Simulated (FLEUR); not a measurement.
Worked example: self-consistent single point of RbReO3 (Pm-3m, 5 atoms in the cell) in FLEUR.

Level of theory: PBEsol, all-electron FLAPW (FLEUR), scalar-relativistic valence.

The change in words: lattice scaled by 0.98. Reference geometry:
```yaml
crystal:
  lattice:
    - [4.06733, 0.00000, 0.00000]
    - [0.00000, 4.06733, 0.00000]
    - [0.00000, 0.00000, 4.06733]
  atoms:
    - { symbol: Rb, position: [0.00000, 0.00000, 0.00000] }
    - { symbol: Re, position: [0.50000, 0.50000, 0.50000] }
    - { symbol: O, position: [0.50000, 0.50000, 0.00000] }
    - { symbol: O, position: [0.00000, 0.50000, 0.50000] }
    - { symbol: O, position: [0.50000, 0.00000, 0.50000] }
```

Reference input (self-consistent single point, DFT, PBEsol, all-electron FLAPW (FLEUR), scalar-relativistic valence): Kmax = 4.6 1/bohr; GmaxXC = 18.4 1/bohr; xcFunctional = PBEs; jspins = 1; l_soc = F; mode = hist; fermiSmearingEnergy = 0.00367493 Htr; mesh (inpgen div1-3) = 8 8 8; inpgen gamma flag = true; Gmax = 18.4 1/bohr; numbands = 0; maxIterBroyd = 15. This run's input differs from it in these lines:

```diff
@@ -6,3 +6,3 @@
 0.0000000000 0.0000000000 1.0000000000
-7.6861340893
+7.5324105382
 1.0 1.0 1.0
@@ -47,5 +47,5 @@
          <bravaisMatrix>
-            <row-1>    7.6861340893000003     0.0000000000000000     0.0000000000000000</row-1>
-            <row-2>    0.0000000000000000     7.6861340893000003     0.0000000000000000</row-2>
-            <row-3>    0.0000000000000000     0.0000000000000000     7.6861340893000003</row-3>
+            <row-1>    7.5324105381999997     0.0000000000000000     0.0000000000000000</row-1>
+            <row-2>    0.0000000000000000     7.5324105381999997     0.0000000000000000</row-2>
+            <row-3>    0.0000000000000000     0.0000000000000000     7.5324105381999997</row-3>
          </bravaisMatrix>
```

Output, abridged:

```
 Iteration:     1   Distance:      24.87406020 me/bohr^3
 Iteration:     2   Distance:      20.73549831 me/bohr^3
 Iteration:     3   Distance:       8.54657206 me/bohr^3
 Iteration:     4   Distance:       9.67413492 me/bohr^3
 Iteration:     5   Distance:       3.14564630 me/bohr^3
   [... 10 lines left out ...]
 Iteration:    16   Distance:       0.00053599 me/bohr^3
 Iteration:    17   Distance:       0.00015423 me/bohr^3
 Iteration:    18   Distance:       0.00005680 me/bohr^3
 Iteration:    19   Distance:       0.00000905 me/bohr^3
 Run finished successfully
 Stop message:
   Structural relaxation: Done

[file out, last iteration]
             iter=     20
[...]
          total density-effective poten   -3.4275031810E+04
          total charge density-energy d   -4.5215860902E+02
 Updated energy parameters for spin:           1
[...]
 fermi energy and band-weighting factors:
    0.971449

[...]
FERMIE:
          first approx. to ef    (T=0)  :   0.442159 htr   (energy of the highest occ. eigenvalue)
          number of occ. states  (T=0)  :        736
          first approx. to seigv (T=0)  :  -9.163966 htr
          sum of weights of occ. states :  21.000000
          sum of semicore charge        :   0.000000 e
FERHIS:  Fermi-Energy by histogram:
          bandgap                     :   0.000228 htr
   [... lines left out ...]
          charge neutrality (T=0)     :   0.000000    (zero if the highest occ. eigenvalue is "entirely" occupied)
     EF_NEWTON:  Adjust Fermi-Energy by Newton-Method.
 Direct bandgap for spin            1 :    1.4022385985930419E-002  Htr
 ---->    free energy=                    -19917.9192558099 htr
   [... lines left out ...]
 TOTAL FORCE FOR ATOM TYPE=  1  X=  0.000   Y=  0.000   Z=  0.000
                       FX_TOT= 0.000000 FY_TOT= 0.000000 FZ_TOT= 0.000000
 TOTAL FORCE FOR ATOM TYPE=  2  X=  3.766   Y=  3.766   Z=  3.766
                       FX_TOT= 0.000000 FY_TOT= 0.000000 FZ_TOT= 0.000000
 TOTAL FORCE FOR ATOM TYPE=  3  X=  3.766   Y=  3.766   Z=  0.000
                       FX_TOT= 0.000000 FY_TOT= 0.000000 FZ_TOT= 0.000000
 Structural relaxation: Done
```

The run converged in 19 iterations. FLEUR gives forces in its relaxation mode, with a further iteration, so its stop message speaks of a relaxation. Against the reference run the free energy drops by 73.9 meV/atom.

The starting cell comes from a database of computed structures (which also holds hypothetical and non-ambient phases and stackings), without a prior relaxation at this level. Its lattice was rescaled by a random factor within 2.5 % of one. For this run, on top of that: lattice scaled by 0.98. Spin-orbit coupling is off. Spin polarisation is off. Values depend on the basis (sphere radii, cutoffs, local orbitals), which need not be converged. The log's line on a gap gives a spacing of levels on this mesh, which the program prints for metals too.

Cost on one core of a shared machine: roughly 2 min.
